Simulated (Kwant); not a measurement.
Kwant, Hückel tight-binding model, one pz orbital an atom, one spin, coherent transport at 0 K. Conductance is in e²/h.

Device: π system c1csc(c1)-c1cccs1 between two chain leads. The π system is taken as planar. Atoms are numbered from 0 in the order of the SMILES. Site energies (eV, carbon 0): [0.0, 0.0, -3.3, 0.0, 0.0, 0.0, 0.0, 0.0, 0.0, -3.3]. Bonds (i, j, β in eV): (0,1,-3) (1,2,-2.1) (2,3,-2.1) (3,4,-3) (3,5,-3) (5,6,-3) (6,7,-3) (7,8,-3) (8,9,-2.1) (4,0,-3) (9,5,-2.1). Leads: chains of hopping −4.5 eV, joined by −0.9 eV to atoms 1 and 8.

Site energies and bond integrals are typed Hückel values.

Sweep values stay those of the base run.

One input was changed, with this effect: transmission at E = 0 0.0055 → 0.0021.

Problem. Which change was it?
(A) contacts moved from atoms [1, 8] to [0, 6]
(B) contacts moved from atoms [1, 8] to [1, 4]
(C) contacts moved from atoms [1, 8] to [0, 4]
(D) contacts moved from atoms [1, 8] to [1, 6]
(E) contacts moved from atoms [1, 8] to [0, 8]
(F) contacts moved from atoms [1, 8] to [0, 1]

Solution. B, contacts moved from atoms [1, 8] to [1, 4]
